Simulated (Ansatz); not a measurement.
An Ansatz (a program for electronic structure) input (Ansatz, r2SCAN, PAW, cutoff 500 eV, no spin-orbit coupling, earlier PAW set):

Ansatz 0.2 input:
```yaml
crystal:
  lattice:
    - [0, 3.9400083536, 3.9400083536]
    - [3.9400083536, -3.9400083536, 3.9400083536]
    - [3.9400083536, 3.9400083536, 0]
  atoms:
    - { symbol: Pt, position: [0, 0, 0] }
    - { symbol: Pt, position: [0, 0, 0.5] }
    - { symbol: Pt, position: [0.1666666667, 0.3333333333, 0.1666666667] }
    - { symbol: Pt, position: [0.1666666667, 0.3333333333, 0.6666666667] }
    - { symbol: Pt, position: [0.3333333333, 0.6666666667, 0.3333333333] }
    - { symbol: Pt, position: [0.3333333333, 0.6666666667, 0.8333333333] }
    - { symbol: Pt, position: [0.5, 0, 0] }
    - { symbol: Pt, position: [0.5, 0, 0.5] }
    - { symbol: Pt, position: [0.6666666667, 0.3333333333, 0.1666666667] }
    - { symbol: Pt, position: [0.6666666667, 0.3333333333, 0.6666666667] }
    - { symbol: Pt, position: [0.8333333333, 0.6666666667, 0.3333333333] }
    - { symbol: Pt, position: [0.8333333333, 0.6666666667, 0.8333333333] }
    - { symbol: Pt, position: [0, 0.25, 0] }
basis: { ecutwfc: 500, ecutrho_ratio: 4, xc_grid: 4, fft_grid_basis: typed }
kpoints: { mp_grid: { grid: [7, 5, 7] } }
hamiltonian:
  xc: r2scan
  dispersion: none
  pseudopotentials: { azcp: { folder: ./paw }, kind: paw }
scf: { occupations: { method: fermi_dirac, width: 0.05 }, convergence: { dr2_threshold: 0.0000000013 } }
relax: { f_tol: 0.02, max_steps: 45 }
output: { forces: true, stress: true }
checkpoint: { write: state.ck, write_every: 1000 }
```

Question: Which symmetry and how many k-points will the program report, and about how many plane waves at Γ?

Answer: Space group P3m1 (ITA 156) with 6 operations, k-points 32 of 245, and 4639 plane waves at Γ.

Question: And the final pressure?

Answer: 58.22 GPa (compression positive).

The cell is small, so the values are those of an ordered compound at a high defect concentration; dilute-limit values will differ. The defect started on the symmetric site and kept its symmetry, so it may sit on a saddle. The final runs are not spin-polarised. The cell was made from Pt in the fcc (Cu type) structure (space group Fm-3m, No. 225) by this change: Pt interstitial (started 1.71 Å from the nearest host atom). The defect cell is not spin-polarised.
